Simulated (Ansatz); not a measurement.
## Pressure series in HfS2

Take HfS$_{2}$ in the CdI2 type structure (space group P-3m1, No. 164; layered, stacked along the Cartesian z axis) as the base.

```yaml
crystal:
  lattice:
    - [3.60570, 0.00000, 0.00000]
    - [-1.80285, 3.12263, 0.00000]
    - [0.00000, 0.00000, 5.76763]
  atoms:
    - { symbol: Hf, position: [0.00000, 0.00000, 0.00000] }
    - { symbol: S, position: [0.33333, 0.66667, 0.25252] }
    - { symbol: S, position: [0.66667, 0.33333, 0.74748] }
```

Cell and atoms are relaxed at each pressure.

Calculations: Ansatz (a first-principles code) PBE-D3(BJ), no spin-orbit coupling.

Notes on the quantities. enthalpy: H = E + PV relative to the base's energy.

```csv
variant,enthalpy,band gap,c/a ratio
base,–,0.85 eV,1.600
pressure −1 GPa,-0.14 eV/atom,1.03 eV,1.637
pressure 1.8 GPa,+0.24 eV/atom,0.61 eV,1.567
pressure 4.2 GPa,+0.54 eV/atom,0.37 eV,1.546
pressure 9 GPa,+1.12 eV/atom,zero,1.530
pressure 18 GPa,+2.12 eV/atom,zero,1.530
pressure 30 GPa,+3.34 eV/atom,zero,1.554
pressure 45 GPa,+4.74 eV/atom,zero,1.596
pressure 60 GPa,+6.02 eV/atom,zero,1.640
```

A case with no gap was solved on a k-mesh chosen for an insulator, which is coarse for it. With Hf present, leaving out spin-orbit coupling can change the band edges. Load acts through the strain it causes; cell and atoms are relaxed under it. Whether these cells are dynamically stable was not tested. Competing high-pressure phases were not computed. The final runs are not spin-polarised. Gaps under 0.05 eV, about the width of the smearing, are given as zero. A zero or small gap of HfS2 under pressure 9 GPa and HfS2 under pressure 18 GPa can be the functional's error rather than a property of the material.
